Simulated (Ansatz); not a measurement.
The parent structure is TiAl₃ (space group I4/mmm, No. 139; a = 3.8459 Å, c = 8.6199 Å).

The change: a hydrostatic pressure of 15 GPa.

Levels (all Ansatz, an electronic-structure program, PAW): PBE (420 eV, no SOC); r2SCAN (500 eV, scalar-relativistic without spin-orbit coupling).

The geometry is relaxed with PBE.

```
Quantity        Result
------------  --------
PBE pressure  15.0 GPa
```

What does r2SCAN give at this geometry for the pressure?

The pressure drops by 1.8 GPa, from 15.0 GPa to 13.2 GPa.

Single points use the geometry relaxed with PBE. Their cutoffs differ, which shifts pressures a little. Load acts through the strain it causes; cell and atoms are relaxed under it. Whether these cells are dynamically stable was not tested. Competing high-pressure phases were not computed. The final runs are not spin-polarised.
